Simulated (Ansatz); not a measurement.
The parent structure is ZnSe in the zinc blende structure (space group F-43m, No. 216; a = 5.633 Å).

Computed with PBEsol in Ansatz (plane waves to 420 eV, PAW, no SOC).

For the base:

| Quantity | Result |
|---|---|
| Valley order | Γ 1.24 eV; L along ⟨111⟩ 2.48 eV; X along ⟨100⟩ 2.80 eV |

Now apply this change: an isotropic linear strain of −3.00 %; the atoms relax in the strained cell.

Question: Estimate the effect on the mean gap deformation potential ΔEg/Δln V, energy relative to the base and valley order.

Answer: The mean gap deformation potential ΔEg/Δln V comes out as -4.1 eV; the energy increases by 41 meV/atom; the valley order (the lowest conduction-band minima on the path, energy above the VBM, named in the base's zone) goes from Γ 1.24 eV; L along ⟨111⟩ 2.48 eV; X along ⟨100⟩ 2.80 eV to Γ 1.61 eV; X along ⟨100⟩ 2.57 eV; L along ⟨111⟩ 2.63 eV.

No phonon test of stability was made.

Ansatz is a program for electronic structure.
